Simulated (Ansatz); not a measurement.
Functionals compared on H on the 1x1 (111) surface of fcc Pt, one in a 2x2 cell, started at the site 'top Pt', in Ansatz (plane waves, PAW). The structure was relaxed with PBE; the other rows are single points on it, each with its references at the same level. Cutoff 420 eV (500 eV for r2SCAN).

Set-up: 17 atoms, 6.9 Å thick at the start under the adsorbate (thin: gaps and levels are the slab's own); mesh 6x6x1; 0.1 eV smearing; dipole correction on; 8 atoms held, the rest relaxed; start symmetry kept, larger cells not searched; no spin, no spin-orbit, no U, no dispersion correction. At the end it is bonded to Pt. In PBE it is, or lies within 0.03 eV of, the lowest of the starts that converged. These notes are the PBE run's. Adsorption energies are against ½ H2(g). A negative adsorption energy means that the adsorbate is more stable on the surface than in its reference.

```
functional  adsorption energy (eV)  work function of the top face (eV)  change of the work function (eV)   rough cost of the single point
----------  ----------------------  ----------------------------------  --------------------------------  -------------------------------
PBE                          -0.43                                5.48                             -0.20                                –
RPBE                             ?                                   ?                                 ?  around 100 core-seconds (rough)
r2SCAN                       -0.53                                5.56                             -0.19    around 4 core-minutes (rough)
```

Q: Complete the blanks.

A: 
- RPBE, adsorption energy (eV): -0.31
- RPBE, work function of the top face (eV): 5.35
- RPBE, change of the work function (eV): -0.17

Ansatz is an electronic-structure program.
